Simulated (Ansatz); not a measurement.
InAs: element substitutions

The parent structure is InAs in the zinc blende structure (space group F-43m, No. 216).

```xyz
2
Lattice="0.0000 3.0435 3.0435 3.0435 0.0000 3.0435 3.0435 3.0435 0.0000" Properties=species:S:1:pos:R:3 pbc="T T T"
As     4.5652     4.5652     4.5652
In     0.0000     0.0000     0.0000
```

Each row replaces one element on all its sites; cell and atoms are relaxed.

All numbers come from Ansatz (a program for electronic structure) PBEsol, no spin-orbit coupling.

```tsv
change	band gap	volume per atom
base	zero	28.19 Å³
In → Ga	0.42 eV	22.65 Å³
As → Ru	zero	25.81 Å³
In → Cd	zero	27.16 Å³
```

Stability against distortions was not tested. As relaxed here, InRu and CdAs are hypothetical phases, not in the database extracts checked. The final runs are not spin-polarised. An odd electron count without spin: InRu and CdAs. InRu has a high density of states at the Fermi level and may be magnetic at this level. A zero or small gap of InAs can be the functional's error rather than a property of the material.
